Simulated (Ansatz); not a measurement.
## A computed series for KF: response to strain

Start from KF in the rock salt structure (space group Fm-3m, No. 225; a = 5.421 Å).

Strains are applied to the cell and any free atomic positions relax.

All numbers come from Ansatz (a program for electronic structure) PBE, no spin-orbit coupling.

Candidates:
(a) isotropic strain +3.00 %
(b) isotropic strain −1.50 %
(c) isotropic strain −3.00 %
(d) isotropic strain +1.00 %

For the base:

| Property | Value |
|---|---|
| Band gap | 5.96 eV |

**Question.** Order them by band gap, highest first.

**Answer.** (c) isotropic strain −3.00 % (6.44 eV), (b) isotropic strain −1.50 % (6.19 eV), (d) isotropic strain +1.00 % (5.81 eV), (a) isotropic strain +3.00 % (5.54 eV)

Whether these cells are dynamically stable was not tested.
